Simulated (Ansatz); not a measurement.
Amorphous cells of Hf, N, O: the gap between the highest filled and lowest empty level at the zone centre, by PBE and by a single point of r2SCAN on the same geometry (PBE, scalar-relativistic without spin-orbit coupling (plane waves to 420 eV, PAW; Ansatz, a quantum-chemistry and plane-wave program); r2SCAN at 500 eV). The networks come from melt-quench runs on the CHGNet potential at compositions and starting densities chosen by hand, with anions pushed apart in the CHGNet dynamics, and DFT then relaxed them. The cells are small and were quenched far faster than real films, so single cells scatter. Defect or tail levels can set these gaps. The rows are the first to finish with both values and no moments.

```csv
cell,PBE gap x (eV),r2SCAN gap y (eV)
"A (Hf18O27N6, 9.54 g/cm3)",3.08,3.47
"B (Hf18O30N4, 9.55 g/cm3)",3.12,withheld
"C (Hf18O30N4, 9.21 g/cm3)",3.14,3.53
"D (Hf27O45N6, 9.59 g/cm3)",3.23,3.60
"E (Hf18O33N2, 9.17 g/cm3)",3.37,3.77
"F (Hf18O33N2, 9.17 g/cm3)",3.70,4.16
```

Q: Fit a straight line through the 5 full rows and predict the withheld value for B (Hf18O30N4, 9.55 g/cm3).

A: Means: x = 3.304, y = 3.706. Slope = Σ(Δx Δy) / Σ(Δx²) = 0.2736 / 0.2437 = 1.12; the r.m.s. residual is 0.014. Prediction: 3.706 + 1.12 × (3.12 − 3.304) = 3.50. The run gave 3.48, 0.02 below the line.
